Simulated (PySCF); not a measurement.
PySCF 2.14.0, PBE0/def2-svp, df: Hf(S)(F)(OMe) (C[O][Hf]([F])=[S]), 8 atoms. The geometry is a generated start, not checked to be a minimum at this level.

```yaml
task: energy
method: pbe0
basis: def2-svp
two_electron_scheme: density fitting
mol.max_memory: 3000 MB
mf.max_cycle: 100
mf.conv_tol: 1e-09 (default)
mf.grids.level: 3 (default)
effective_core_potentials: those of the basis set, past Kr
basis_functions: 107
grid_points: 114560
```

```xyz
8

Hf     0.8378     1.2268     0.5356
S      1.7245     3.2049    -0.1162
F     -0.7715     1.4235     1.5124
O      0.5632    -0.2073    -0.6427
C     -0.3984    -1.2127    -0.3699
H     -1.0156    -1.3680    -1.2610
H      0.1075    -2.1555    -0.1262
H     -1.0475    -0.9116     0.4681
```

Charge 0 and multiplicity 1 are set for this test and not shown to be the ground state.

With the defaults (mf.DIIS = CDIIS, mf.diis = true, mf.damp = 0, mf.diis_start_cycle = 1, mf.init_guess = minao, mf.level_shift = 0, mf.diis_space = 8, mf.diis_damp = 0) it converges in 14 Fock builds. One run each on 2 threads, 1 BLAS thread, with these changes:
- mf.diis_space = 12
- mf.level_shift = 0.1 Hartree
- mf.diis_damp = 0.3
- mf.diis = false
- mf.init_guess = huckel
- mf.init_guess = atom
- mf.damp = 0.7, mf.diis_start_cycle = 8
- mf.damp = 0.3, mf.diis_start_cycle = 4
- mf.DIIS = EDIIS

Q: Which runs fail or end elsewhere than the default run?

A: No convergence: mf.DIIS = EDIIS; mf.diis = false (the run ends without SCF convergence in 100 cycles). The rest reach the solution of the defaults.

```csv
setting,Fock builds,end
the defaults,14,same solution
mf.diis_space = 12,14,same solution
mf.diis_damp = 0.3,14,same solution
mf.init_guess = atom,15,same solution
"mf.damp = 0.7, mf.diis_start_cycle = 8",16,same solution
mf.level_shift = 0.1 Hartree,17,same solution
"mf.damp = 0.3, mf.diis_start_cycle = 4",18,same solution
mf.init_guess = huckel,27,same solution
mf.DIIS = EDIIS,101,no convergence
mf.diis = false,101,no convergence
```
